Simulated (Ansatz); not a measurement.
Take InSb in the zinc blende structure (space group F-43m, No. 216; a = 6.556 Å) as the base. Axes: x, y, z lie along the cube axes.

Computed with Ansatz (a first-principles code) r2SCAN, no spin-orbit coupling.

Base values:

| Property | Value |
|---|---|
| Pressure | 0.0 GPa |
| Volume per atom | 35.23 Å³ |

It is then changed as follows: biaxial strain +2.50 %, plane normal [001], relaxed out of plane (Cartesian); in-plane vectors clamped, the third vector and the atoms free.

Question: Estimate the effect on the energy relative to the base.

Answer: The energy goes up by 8.0 meV/atom.

Question: Predict the new pressure.

Answer: The pressure (mean of the normal stresses, compression positive) goes from zero to -1.0 GPa.

Question: How does this affect the volume per atom?

Answer: The volume per atom goes up by 0.799 Å³, from 35.23 Å³ to 36.02 Å³.

Whether these cells are dynamically stable was not tested. All final runs are without spin polarisation. Gaps under 0.05 eV, about the width of the smearing, are given as zero.
